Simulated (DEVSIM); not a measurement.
Device: isotype n-n heterojunction Al0.15Ga0.85As/GaAs, at 250 K.

| layer (left to right) | material | thickness (μm) | Nd (cm⁻³) | τn (s) | τp (s) |
|---|---|---|---|---|---|
| 1 | Al0.15Ga0.85As | 0.190 | 2.4e16 | 1.1e-9 | 1.1e-9 |
| 2 | GaAs | 0.160 | 2.2e16 | 1.1e-9 | 1.1e-9 |

Left contact: ohmic. Right contact: ohmic. Voltage is applied to the left contact. Recombination: SRH at mid-gap. Mobility is constant in doping.

This is a model device: material constants are rounded textbook-type values typed into the input, and sizes, dopings and lifetimes were drawn at random. Values at 300 K; Nc and Nv go as T^1.5, mobilities as T to minus their exponent, the gap by Varshni's rule with the affinity fixed.

```tsv
parameter	Al0.15Ga0.85As	GaAs
gap (eV)	1.611	1.424
affinity (eV)	3.9515	4.07
permittivity	12.47	12.9
Nc (cm⁻³)	5.6e17	4.7e17
Nv (cm⁻³)	9e18	9e18
μn (cm²/Vs)	5695	8500
μp (cm²/Vs)	282	400
T exponent of μn	2.1	2.1
T exponent of μp	2.2	2.2
Varshni α (eV/K)	0.000541	0.000541
Varshni β (K)	204	204
```

DEVSIM, 1D drift-diffusion, Boltzmann statistics, complete ionisation; no tunnelling, impact ionisation, image-force lowering or self-heating. Band offsets follow the typed affinities; no thermionic-emission limit at abrupt steps, no polarisation charge.

Tabulate band edges, carrier densities and field at zero bias.

Energies count from the Fermi level of the right contact; mesh points crowd at the junctions.

```json
[
 {"x (μm)": "0.000", "Ec (eV)": "0.062", "Ev (eV)": "-1.571", "n (cm⁻³)": "2.4e16", "p (cm⁻³)": "< 1e2", "field (V/cm)": "56"},
 {"x (μm)": "0.003314", "Ec (eV)": "0.062", "Ev (eV)": "-1.571", "n (cm⁻³)": "2.4e16", "p (cm⁻³)": "< 1e2", "field (V/cm)": "57"},
 {"x (μm)": "0.008797", "Ec (eV)": "0.062", "Ev (eV)": "-1.571", "n (cm⁻³)": "2.4e16", "p (cm⁻³)": "< 1e2", "field (V/cm)": "60"},
 {"x (μm)": "0.01877", "Ec (eV)": "0.062", "Ev (eV)": "-1.571", "n (cm⁻³)": "2.4e16", "p (cm⁻³)": "< 1e2", "field (V/cm)": "73"},
 {"x (μm)": "0.04097", "Ec (eV)": "0.062", "Ev (eV)": "-1.571", "n (cm⁻³)": "2.4e16", "p (cm⁻³)": "< 1e2", "field (V/cm)": "150"},
 {"x (μm)": "0.07108", "Ec (eV)": "0.063", "Ev (eV)": "-1.570", "n (cm⁻³)": "2.3e16", "p (cm⁻³)": "< 1e2", "field (V/cm)": "480"},
 {"x (μm)": "0.1157", "Ec (eV)": "0.069", "Ev (eV)": "-1.564", "n (cm⁻³)": "1.7e16", "p (cm⁻³)": "< 1e2", "field (V/cm)": "2700"},
 {"x (μm)": "0.1540", "Ec (eV)": "0.090", "Ev (eV)": "-1.544", "n (cm⁻³)": "6.7e15", "p (cm⁻³)": "< 1e2", "field (V/cm)": "9200"},
 {"x (μm)": "0.1712", "Ec (eV)": "0.109", "Ev (eV)": "-1.524", "n (cm⁻³)": "2.7e15", "p (cm⁻³)": "< 1e2", "field (V/cm)": "14000"},
 {"x (μm)": "0.1806", "Ec (eV)": "0.124", "Ev (eV)": "-1.509", "n (cm⁻³)": "1.3e15", "p (cm⁻³)": "< 1e2", "field (V/cm)": "17000"},
 {"x (μm)": "0.1863", "Ec (eV)": "0.134", "Ev (eV)": "-1.499", "n (cm⁻³)": "8.3e14", "p (cm⁻³)": "< 1e2", "field (V/cm)": "19000"},
 {"x (μm)": "0.1906", "Ec (eV)": "0.024", "Ev (eV)": "-1.422", "n (cm⁻³)": "1.2e17", "p (cm⁻³)": "< 1e2", "field (V/cm)": "19000"},
 {"x (μm)": "0.1943", "Ec (eV)": "0.030", "Ev (eV)": "-1.416", "n (cm⁻³)": "8.7e16", "p (cm⁻³)": "< 1e2", "field (V/cm)": "15000"},
 {"x (μm)": "0.2004", "Ec (eV)": "0.038", "Ev (eV)": "-1.408", "n (cm⁻³)": "6.2e16", "p (cm⁻³)": "< 1e2", "field (V/cm)": "10000"},
 {"x (μm)": "0.2159", "Ec (eV)": "0.049", "Ev (eV)": "-1.397", "n (cm⁻³)": "3.7e16", "p (cm⁻³)": "< 1e2", "field (V/cm)": "4700"},
 {"x (μm)": "0.2359", "Ec (eV)": "0.055", "Ev (eV)": "-1.391", "n (cm⁻³)": "2.8e16", "p (cm⁻³)": "< 1e2", "field (V/cm)": "2000"},
 {"x (μm)": "0.2688", "Ec (eV)": "0.059", "Ev (eV)": "-1.387", "n (cm⁻³)": "2.4e16", "p (cm⁻³)": "< 1e2", "field (V/cm)": "550"},
 {"x (μm)": "0.3014", "Ec (eV)": "0.060", "Ev (eV)": "-1.387", "n (cm⁻³)": "2.2e16", "p (cm⁻³)": "< 1e2", "field (V/cm)": "160"},
 {"x (μm)": "0.3282", "Ec (eV)": "0.060", "Ev (eV)": "-1.386", "n (cm⁻³)": "2.2e16", "p (cm⁻³)": "< 1e2", "field (V/cm)": "68"},
 {"x (μm)": "0.3387", "Ec (eV)": "0.060", "Ev (eV)": "-1.386", "n (cm⁻³)": "2.2e16", "p (cm⁻³)": "< 1e2", "field (V/cm)": "54"},
 {"x (μm)": "0.3452", "Ec (eV)": "0.060", "Ev (eV)": "-1.386", "n (cm⁻³)": "2.2e16", "p (cm⁻³)": "< 1e2", "field (V/cm)": "50"},
 {"x (μm)": "0.3500", "Ec (eV)": "0.060", "Ev (eV)": "-1.386", "n (cm⁻³)": "2.2e16", "p (cm⁻³)": "< 1e2", "field (V/cm)": "50"}
]
```
